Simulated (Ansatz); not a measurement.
## Convergence study of shifted k-point meshes for K3Pd (P4mm, 4 atoms in the cell)

```
K3Pd
1.0
    5.41779     0.00000     0.00000
    0.00000     5.41779     0.00000
    0.00000     0.00000     5.41779
K Pd
3 1
Direct
  0.50000   0.50000   0.00923
  0.00000   0.50000   0.50000
  0.50000   0.00000   0.50000
  0.00000   0.00000   0.00000
```

Method: PBEsol, default PAW files made with PBE (plane waves; Ansatz, a first-principles code).

Base settings: basis.ecutwfc = 420 eV; kpoints.mp_grid.grid = 6 6 6; hamiltonian.xc = pbesol; hamiltonian.pseudopotentials = {kind: paw} (the program's default PAW files); scf.occupations.method = fermi_dirac; scf.occupations.width = 0.1 eV.

In this ladder: kpoints.mp_grid.shift = 0.5 0.5 0.5.

Only quantities that move along the ladder and can be compared are tabulated.

The count of work is k-points × plane waves × bands × iterations; it is no time. 

The starting cell comes from a database of computed structures (which also holds hypothetical and non-ambient phases and stackings), without a prior relaxation at this level. Its lattice was rescaled by up to half a per cent. One atom was moved a little off its site on purpose. Spin polarisation is off. Ansatz's pressure includes its estimate of the finite-basis (Pulay) stress.

Steps (kpoints.mp_grid.grid): 1 1 1; 2 2 2; 3 3 3; 4 4 4; 5 5 5; 6 6 6; 7 7 7; 8 8 8; 9 9 9; 10 10 10; 11 11 11; 12 12 12; 13 13 13; 15 15 15; 16 16 16; 18 18 18; 20 20 20.

Task: What is the coarsest kpoints.mp_grid.grid that holds the forces within 0.01 eV/Å of the last step, with all finer ones?

Result: 2 2 2, at 0.0018 of the last step's count of work; the step before is off by 0.028 eV/Å.

Task: What is the coarsest kpoints.mp_grid.grid that holds the pressure within 0.2 GPa of the last step, with all finer ones?

Result: 2 2 2, at 0.0018 of the last step's count of work; the step before is off by 0.29 GPa.

Task: What is the coarsest kpoints.mp_grid.grid that holds the free energy within 5 meV/atom of the last step, with all finer ones?

Result: 4 4 4, at 0.0094 of the last step's count of work; the step before is off by 24 meV/atom.

| kpoints.mp_grid.grid | free energy less the last step's (meV/atom) | pressure (GPa) | largest difference of a force vector from the last step's (eV/Å) | count of work / last |
|---|---|---|---|---|
| 1 1 1 | 721.49 | -0.33 | 0.028 | 0.0023 |
| 2 2 2 | 24.69 | -0.63 | 0.003 | 0.0018 |
| 3 3 3 | -23.73 | -0.72 | 0.000 | 0.011 |
| 4 4 4 | 3.68 | -0.60 | 0.000 | 0.0094 |
| 5 5 5 | -0.73 | -0.64 | 0.000 | 0.033 |
| 6 6 6 | -0.73 | -0.62 | 0.000 | 0.033 |
| 7 7 7 | -0.05 | -0.61 | 0.000 | 0.073 |
| 8 8 8 | 0.04 | -0.62 | 0.000 | 0.073 |
| 9 9 9 | -0.02 | -0.62 | 0.000 | 0.14 |
| 10 10 10 | -0.04 | -0.62 | 0.000 | 0.14 |
| 11 11 11 | 0.02 | -0.62 | 0.000 | 0.23 |
| 12 12 12 | 0.00 | -0.62 | 0.000 | 0.23 |
| 13 13 13 | 0.00 | -0.62 | 0.000 | 0.36 |
| 15 15 15 | 0.00 | -0.62 | 0.000 | 0.52 |
| 16 16 16 | 0.00 | -0.62 | 0.000 | 0.52 |
| 18 18 18 | 0.00 | -0.62 | 0.000 | 0.74 |
| 20 20 20 | 0.00 | -0.62 | 0.000 | 1.0 |

Keys are those of Ansatz 0.2.
